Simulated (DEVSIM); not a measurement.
Structure: Co/SiO2/p-Si capacitor, at 300 K.

| layer (left to right) | material | thickness (nm) | Na (cm⁻³) |
|---|---|---|---|
| 1 | SiO2 | 60.0 | - |
| 2 | Si | 11000 | 2.7e15 |

Metal gate on the left, work function 5 eV. Fixed charge at the semiconductor interface 0 cm⁻² (in units of +e); no interface traps.

The device is made up for the run: typed textbook-type constants, with dimensions and the other settings drawn at random. Values at 300 K.

```tsv
parameter	SiO2	Si
gap (eV)	9	1.124
affinity (eV)	0.9	4.05
permittivity	3.9	11.7
Nc (cm⁻³)	-	2.86e19
Nv (cm⁻³)	-	3.1e19
```

Simulated with DEVSIM: 1D Poisson equation in equilibrium, Boltzmann statistics, complete ionisation; no quantum confinement or tunnelling. Metal contacts follow the ideal Schottky-Mott rule: no Fermi-level pinning, no interface dipoles.

The SiO2 thickness was swept, all else fixed.

```json
[
 {"SiO2 thickness (μm)": "0.024", "capacitance of the dielectric stack (μF/cm²)": "0.144", "minimum of the low-frequency capacitance (μF/cm²)": "0.0189", "threshold voltage (band bending 2φF) (V)": "0.88"},
 {"SiO2 thickness (μm)": "0.033", "capacitance of the dielectric stack (μF/cm²)": "0.105", "minimum of the low-frequency capacitance (μF/cm²)": "0.0177", "threshold voltage (band bending 2φF) (V)": "0.94"},
 {"SiO2 thickness (μm)": "0.042", "capacitance of the dielectric stack (μF/cm²)": "0.0822", "minimum of the low-frequency capacitance (μF/cm²)": "0.0170", "threshold voltage (band bending 2φF) (V)": "1.00"},
 {"SiO2 thickness (μm)": "0.051", "capacitance of the dielectric stack (μF/cm²)": "0.0677", "minimum of the low-frequency capacitance (μF/cm²)": "0.0163", "threshold voltage (band bending 2φF) (V)": "1.06"},
 {"SiO2 thickness (μm)": "0.06", "capacitance of the dielectric stack (μF/cm²)": "0.0576", "minimum of the low-frequency capacitance (μF/cm²)": "0.0155", "threshold voltage (band bending 2φF) (V)": "1.13"},
 {"SiO2 thickness (μm)": "0.072", "capacitance of the dielectric stack (μF/cm²)": "0.0480", "minimum of the low-frequency capacitance (μF/cm²)": "0.0149", "threshold voltage (band bending 2φF) (V)": "1.21"}
]
```

From the first row to the last the capacitance of the dielectric stack goes from 0.144 to 0.0480. From the first row to the last the minimum of the low-frequency capacitance goes from 0.0189 to 0.0149.
